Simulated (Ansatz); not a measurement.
The starting structures come from a database of crystals and need not be the phases stable at ambient conditions.

Crystal: Be$_{2}$C (Fm-3m, not sure to be the ambient phase, 3 atoms a cell, 6.7 Å³ an atom, -2 GPa at this level); planes in its conventional cell.

These are PBEsol (plane waves, PAW; Ansatz, a program for electronic structure) values and carry that method's errors.

The gap is the functional's own, uncorrected, and κ follows it; spin-orbit coupling is left out. Mid-gap values are interpolated between the computed energies.

```
plane  area of the cell (Å²)  mid-gap κ (1/Å)  largest κ in the gap (1/Å)
-----  ---------------------  ---------------  --------------------------
(111)                    8.1             0.13                        0.15
(001)                    9.4                ?                           ?
(110)                   13.2                ?                        0.15
```

The slowest decay depends on the direction. Supply the withheld values.


- (001), mid-gap κ (1/Å): 0.17
- (001), largest κ in the gap (1/Å): 0.17
- (110), mid-gap κ (1/Å): 0.14
